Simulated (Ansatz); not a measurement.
# GdAg₂ (I4/mmm, No. 139)

These are LDA (plane waves, PAW; Ansatz, a quantum-chemistry and plane-wave program) values and carry that method's errors.

Numerical settings: plane-wave cutoff 520 eV, 20×20×20 k mesh, Fermi–Dirac smearing 0.05 eV, spin-polarised with parallel moments, scalar-relativistic PAW data made under PBE.

Cell: relaxed at this level.

For GdAg₂ (I4/mmm, No. 139), the band gap comes out as none, the lattice constant a is 3.643 Å and the c axis length comes out as 9.120 Å. The bulk modulus is 92.9 GPa.

Note: the magnetic order was assumed, not searched for or taken from measurement; the 4f shell is treated without U or exact exchange, so its levels and filling can be wrong; the bulk modulus is −V dP/dV from two relaxed cells at ±2 % in volume; the volume lies 8 % below that of the published cell.

Spin–orbit coupling is not included.

Static lattice: no zero-point or thermal effects.
